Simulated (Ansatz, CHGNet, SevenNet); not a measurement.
# Ti₃Al (model structure, started from the D019 type, P6₃/mmc, No. 194, 8 atoms in the cell): properties by level of theory

```csv
level (code),equilibrium lattice constant a (Å),c axis length (Å)
CHGNet-r²SCAN,5.757,___
SevenNet-l3i5,5.740,___
PBE (Ansatz),5.756,4.654
```

**Question.** Complete the blanks.

**Answer.** 
- CHGNet-r²SCAN, c axis length (Å): 4.635
- SevenNet-l3i5, c axis length (Å): 4.676

Ansatz's density-functional and Hartree–Fock values are scalar-relativistic unless marked +SOC, with PAW data made under PBE.

The computed numbers hold no vibrational or temperature effects.

A model structure was made by putting elements into a prototype or built by hand; here it ended with the formula and space group of a phase in our tables.

Ansatz is a program for electronic structure.
